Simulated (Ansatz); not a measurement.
The structure below was relaxed with r2SCAN (Ansatz, a quantum-chemistry and plane-wave program), no spin-orbit coupling.

```xyz
1
Lattice="-2.5349 2.5349 2.5349 2.5349 -2.5349 2.5349 2.5349 2.5349 -2.5349" Properties=species:S:1:pos:R:3 pbc="T T T"
Ba     0.0000     0.0000     0.0000
```

**Question.** Find the space group and the Wyckoff positions.

**Answer.** Space group Im-3m (No. 229); a = 5.070 Å, b = 5.070 Å, c = 5.070 Å, α = 90.00°, β = 90.00°, γ = 90.00°

```
atom  site  symmetry       x       y       z
----  ----  --------  ------  ------  ------
Ba      2a      m-3m  0.0000  0.0000  0.0000
```

**Question.** Describe the coordination.

**Answer.** The crystal has 2 atoms in its conventional cell. Conventional cell: a = 5.0698 Å, b = 5.0698 Å, c = 5.0698 Å, α = 90.00°, β = 90.00°, γ = 90.00°. Ba is coordinated by 8 Ba at 4.391 Å and 6 Ba at 5.070 Å. (Neighbours: up to the widest gap in distance over summed covalent radii, below 1.35, at either atom.)

Stability against distortions was not tested. The cell was made from K by this change: K → Ba.
